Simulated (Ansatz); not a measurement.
Effect of biaxial strain −0.43 %, plane normal [001], relaxed out of plane on Lu

Take Lu in the hcp (Mg type) structure (space group P6_3/mmc, No. 194; a = 3.5062 Å, c = 5.4820 Å; relaxed with 0.1 eV smearing) as the base. Axes: x lies along a and z along c of the hexagonal cell.

Modification: compressive biaxial strain of 0.43 % in the plane normal to [001], as in epitaxy on a mismatched substrate; the out-of-plane cell vector and the atoms relax.

Level of theory: Ansatz (a program for electronic structure) PBE, no SOC. Γ-centred 19×19×11 mesh, Fermi–Dirac width 0.1 eV.

| quantity | base | changed | shift |
|---|---|---|---|
| volume per atom | 29.18 Å³ | 28.99 Å³ | -0.19 Å³ |
| space group | P6_3/mmc (No. 194) | P6_3/mmc (No. 194) | – |
| pressure (mean of the normal stresses, compression positive) | 0.0 GPa | 0.3 GPa | +0.3 GPa |
| band gap | zero | zero | – |
| out-of-plane strain | – | +0.21 % | – |
| mean in-plane stress (compression positive) | – | +0.5 GPa | – |

Whether these cells are dynamically stable was not tested.
